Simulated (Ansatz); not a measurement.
# Bi with two functionals, pressure 9 GPa

Consider Bi in the A7 type structure (space group R-3m, No. 166; a = 4.5332 Å, c = 11.6537 Å (hexagonal axes)).

(Cell as relaxed with PBE-D3(BJ).)

Levels (all Ansatz, an electronic-structure program, PAW): PBE-D3(BJ) (420 eV, without spin-orbit coupling); r2SCAN+rVV10 (500 eV, scalar-relativistic without spin-orbit coupling).

Each level relaxes its own structure.

| base | PBE-D3(BJ) | r2SCAN+rVV10 |
|---|---|---|
| volume per atom | 34.57 Å³ | 35.48 Å³ |
| lattice parameter a | 4.533 Å | 4.521 Å |
| band gap | zero | zero |

The change: cell and atoms relaxed at a pressure of 9 GPa.

```tsv
quantity	PBE-D3(BJ)	r2SCAN+rVV10
volume per atom	29.72 Å³	30.14 Å³
c/a ratio	2.466	2.498
```

PBE-D3(BJ)'s volume per atom lies 0.42 Å³ below r2SCAN+rVV10's (1.4 %); PBE-D3(BJ)'s c/a ratio lies 0.032 below r2SCAN+rVV10's. Neither level is exact; r2SCAN+rVV10 is the comparison here, not a measurement.

With Bi present, leaving out spin-orbit coupling can change the band edges. Load acts through the strain it causes; cell and atoms are relaxed under it. No phonon test of stability was made. Measured, Bi leaves this structure (for a monoclinic phase) near 2.5 GPa (temperature not stated; as listed in Olga Degtyareva, NATO science for peace and security series. B, Physics and biophysics (2010)).
